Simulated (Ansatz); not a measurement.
Base system: ZnSiP2 in the chalcopyrite structure (space group I-42d, No. 122).

```
CELL_PARAMETERS angstrom
     -2.67654     2.67654     5.22259
      2.67654    -2.67654     5.22259
      2.67654     2.67654    -5.22259
ATOMIC_POSITIONS crystal
  Zn 0.00000 0.00000 0.00000
  Zn 0.75000 0.25000 0.50000
  Si 0.50000 0.50000 0.00000
  Si 0.25000 0.75000 0.50000
  P  0.87500 0.86045 0.48545
  P  0.13955 0.62500 0.01455
  P  0.37500 0.38955 0.51455
  P  0.61045 0.12500 0.98545
```

Cartesian axes are those of the cell as printed.

All numbers come from PBEsol (Ansatz, an electronic-structure program; PAW; 420 eV plane waves; no SOC).

Strains are applied to the cell and any free atomic positions relax; under biaxial strain the out-of-plane vector relaxes too.

One change was made to it. Results:

```csv
quantity,base,after
gap character,direct at Γ,direct at Γ
hole mass,"0.16 mₑ along c, 0.37 mₑ across (at Γ)","0.16 mₑ out of plane, 0.36 mₑ in plane (at Γ)"
"pressure (mean of the normal stresses, compression positive)",0.0 kbar,-25.4 kbar
```

Task: Name the change that was made.
(A) biaxial strain +0.75 %, plane normal [001], relaxed out of plane
(B) biaxial strain +3.00 %, plane normal [001], relaxed out of plane
(C) biaxial strain +2.25 %, plane normal [001], relaxed out of plane
(D) biaxial strain +1.50 %, plane normal [001], relaxed out of plane

Result: B, biaxial strain +3.00 %, plane normal [001], relaxed out of plane. For comparison, the pressure in the other runs: biaxial strain +0.75 %, plane normal [001], relaxed out of plane gives -6.9 kbar; biaxial strain +2.25 %, plane normal [001], relaxed out of plane gives -19.6 kbar; biaxial strain +1.50 %, plane normal [001], relaxed out of plane gives -13.4 kbar.

Masses are band curvatures over ±0.01 Å⁻¹ around the edge. Gaps are read on the SCF mesh and a high-symmetry path. Stability against distortions was not tested.
